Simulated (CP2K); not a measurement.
Worked example: self-consistent single point of Sn (I4_1/amd, 2 atoms in the cell) in CP2K.

Computed with CP2K 2026.2 with PBE, GPW, DZVP-MOLOPT-SR-GTH basis, GTH-PBE potentials (GTH_POTENTIALS).

```yaml
crystal:
  lattice:
    - [4.35115, 0.00000, 0.00000]
    - [-3.22963, 2.91582, 0.00000]
    - [-0.56076, -1.45791, 4.06111]
  atoms:
    - { symbol: Sn, position: [0.75000, 0.25000, 0.50000] }
    - { symbol: Sn, position: [0.00000, 0.00000, 0.00000] }
```

Reference input (self-consistent single point, DFT PBE, GPW, DZVP-MOLOPT-SR-GTH basis, GTH-PBE potentials (GTH_POTENTIALS)): CUTOFF = 400 Ry; REL_CUTOFF = 50 Ry; SMEAR/METHOD = MARZARI_VANDERBILT; SIGMA = 0.2 eV; KPOINTS/SCHEME = MONKHORST-PACK 8 8 8; GAMMA_CENTERED = T; XC_FUNCTIONAL = PBE; Sn/BASIS_SET = DZVP-MOLOPT-SR-GTH-q4; Sn/POTENTIAL = GTH-PBE-q4; METHOD = GPW; EPS_DEFAULT = 1e-10; NGRIDS = 4. This run's input differs from it in these lines:

```diff
@@ -40,4 +40,3 @@
     &KPOINTS
-      SCHEME MONKHORST-PACK 8 8 8
-      GAMMA_CENTERED T
+      SCHEME MACDONALD 8 8 8 0.0625 0.0625 0
     &END KPOINTS
```

Log, with long lists cut:

```
 SCF WAVEFUNCTION OPTIMIZATION

  Step     Update method      Time    Convergence         Total energy    Change
     1 NoMix/Diag. 0.20E+00      -     0.32477399        -7.1286333810 -7.13E+00
     2 Broy./Diag. 0.20E+00      -     0.00043831        -7.0544843740  7.41E-02
     3 Broy./Diag. 0.20E+00      -     0.00262640        -6.9807340059  7.38E-02
     4 Broy./Diag. 0.20E+00      -     0.00007324        -6.9785078309  2.23E-03
     5 Broy./Diag. 0.20E+00      -     0.00031985        -6.9748292121  3.68E-03
     6 Broy./Diag. 0.20E+00      -     0.00000337        -6.9745570833  2.72E-04
     7 Broy./Diag. 0.20E+00      -     0.00000815        -6.9744977403  5.93E-05
     8 Broy./Diag. 0.20E+00      -     0.00000009        -6.9744892789  8.46E-06
  *** SCF run converged in     8 steps ***

  Overlap energy of the core charge distribution:               0.00000000058992
  Self energy of the core charge distribution:                -14.92071625911422
  Core Hamiltonian energy:                                      3.27407283300156
  Hartree energy:                                               6.78011373592426
  Exchange-correlation energy:                                 -2.10800839403029
  Smearing free energy correction:                              0.00004880453697
  Fermi energy:                                                 0.20448547049375

  Total energy:                                                -6.97448927893786

 ENERGY| Total FORCE_EVAL ( QS ) energy [hartree]             -6.974484485151826

 FORCES| Atomic forces [hartree/bohr]
   [... lines left out ...]

 STRESS| Analytical stress tensor [bar]
 STRESS|                        x                   y                   z
 STRESS|      x        7.14422177121E+04   2.84395214532E+03  -2.85595083473E-02
 STRESS|      y        2.84395214532E+03   7.77420314474E+04   3.10255386284E-02
 STRESS|      z       -2.85595083473E-02   3.10255386284E-02   7.03594133860E+04
 STRESS| 1/3 Trace                                             7.31812208485E+04
```

The run converged in 8 iterations. Against the reference run the free energy falls by 8.7 meV/atom and the pressure stays near 7.32 GPa while the yy stress (positive for compression) goes from 8.46 to 7.77 GPa.

The starting cell comes from a database of computed structures (which also holds hypothetical and non-ambient phases and stackings), without a prior relaxation at this level. Its lattice was rescaled by a random factor within 2.5 % of one. Values carry the incompleteness of an atom-centred basis.
